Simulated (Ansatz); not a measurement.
**PBE against r2SCAN: GaN, pressure 15 GPa**

The reference is GaN in the wurtzite structure (space group P6_3mc, No. 186; a = 3.219 Å, c = 5.244 Å).

(Cell as relaxed with PBE.)

Levels (all Ansatz, a program for electronic structure, PAW, earlier PAW set): PBE (420 eV, no spin-orbit coupling); r2SCAN (500 eV, scalar-relativistic without spin-orbit coupling).

Each level relaxes its own structure.

```json
[
 {"base": "volume per atom", "PBE": "11.76 Å³", "r2SCAN": "11.37 Å³"},
 {"base": "lattice parameter a", "PBE": "3.219 Å", "r2SCAN": "3.183 Å"},
 {"base": "band gap", "PBE": "1.71 eV", "r2SCAN": "2.35 eV"}
]
```

One thing is altered: a hydrostatic pressure of 15 GPa.

| quantity | PBE | r2SCAN |
|---|---|---|
| shift of the gap caused by the change | +0.49 eV | … |
| band gap | 2.20 eV | … |

**Question.** Given the PBE results, estimate those of r2SCAN.

**Answer.** 
- shift of the gap caused by the change, r2SCAN: +0.46 eV
- band gap, r2SCAN: 2.81 eV

PBE's shift of the gap caused by the change lies 0.03 eV above r2SCAN's; PBE's band gap lies 0.61 eV below r2SCAN's. Neither level is exact; r2SCAN is the comparison here, not a measurement.

Load acts through the strain it causes; cell and atoms are relaxed under it. Stability against distortions was not tested. Tetrahedral semiconductors of this kind turn to denser phases somewhere between about 1 and 50 GPa; those were not computed, so compressed cells here can lie past the real transition.
